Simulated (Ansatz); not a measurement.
Start from Hf in the hcp (Mg type) structure (space group P6_3/mmc, No. 194; a = 3.198 Å, c = 5.049 Å; relaxed with 0.1 eV smearing). Axes: x lies along a and z along c of the hexagonal cell.

The values are results of r2SCAN, PAW, 500 eV (Ansatz, a quantum-chemistry and plane-wave program; no spin-orbit coupling), not measurements.

Base values:

Pressure: 0.0 GPa

The change: biaxial strain +1.00 %, plane normal [001], relaxed out of plane (Cartesian); in-plane vectors clamped, the third vector and the atoms free.

Problem. What does the calculation give for the out-of-plane strain after the change?

Solution. The out-of-plane strain is -0.63 %.

Problem. How does this affect the pressure?

Solution. The pressure (mean of the normal stresses, compression positive) goes from zero to -1.4 GPa.

Whether these cells are dynamically stable was not tested. The final runs are not spin-polarised.
